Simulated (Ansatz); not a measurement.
SnO2, pressure series

The reference is SnO2 in the rutile structure (space group P4_2/mnm, No. 136; a = 4.760 Å, c = 3.201 Å).

Cell and atoms are relaxed at each pressure.

Method: r2SCAN (Ansatz, an electronic-structure program), no SOC.

```tsv
change	band gap	shortest interatomic distance
base	1.77 eV	3.891 bohr
pressure −2 GPa	1.66 eV	3.910 bohr
pressure −1 GPa	1.71 eV	3.901 bohr
pressure 1.8 GPa	1.86 eV	3.876 bohr
pressure 4.2 GPa	1.99 eV	3.856 bohr
pressure 9 GPa	2.22 eV	3.821 bohr
pressure 18 GPa	2.63 eV	3.767 bohr
pressure 30 GPa	3.12 eV	3.708 bohr
pressure 45 GPa	3.66 eV	3.649 bohr
pressure 60 GPa	4.14 eV	3.599 bohr
```

Load acts through the strain it causes; cell and atoms are relaxed under it. Stability against distortions was not tested. No other phases were tried under pressure.
